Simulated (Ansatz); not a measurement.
Consider MgTe in the zinc blende structure (space group F-43m, No. 216; a = 6.5094 Å).

Calculations: plane-wave PAW DFT at the PBE level (Ansatz, a program for electronic structure, 420 eV), no SOC.

Before the change:

* **Valley order**: Γ 2.33 eV; X along ⟨100⟩ 2.88 eV; L along ⟨111⟩ 3.17 eV
* **Electron mass**: 0.17 mₑ (at Γ)
* **Pressure**: -0.01 GPa

One thing is altered: every lattice vector is stretched by 2.50 %, atoms relaxed at fixed cell.

**Question.** How does this affect the energy relative to the base, valley order, electron mass, mean gap deformation potential ΔEg/Δln V and pressure?

**Answer.** The energy goes up by 19 meV/atom; the valley order (the lowest conduction-band minima on the path, energy above the VBM, named in the base's zone) goes from Γ 2.33 eV; X along ⟨100⟩ 2.88 eV; L along ⟨111⟩ 3.17 eV to Γ 2.02 eV; X along ⟨100⟩ 2.97 eV; L along ⟨111⟩ 2.98 eV; the electron mass becomes 0.16 mₑ (at Γ) (base: 0.17 mₑ (at Γ)); the mean gap deformation potential ΔEg/Δln V comes out as -4.2 eV; the pressure decreases by 2.15 GPa (-0.01 GPa → -2.16 GPa).

With Te present, leaving out spin-orbit coupling can change the band edges. The cells carry an imposed strain or load. Masses are band curvatures over ±0.01 Å⁻¹ around the edge. Whether these cells are dynamically stable was not tested.
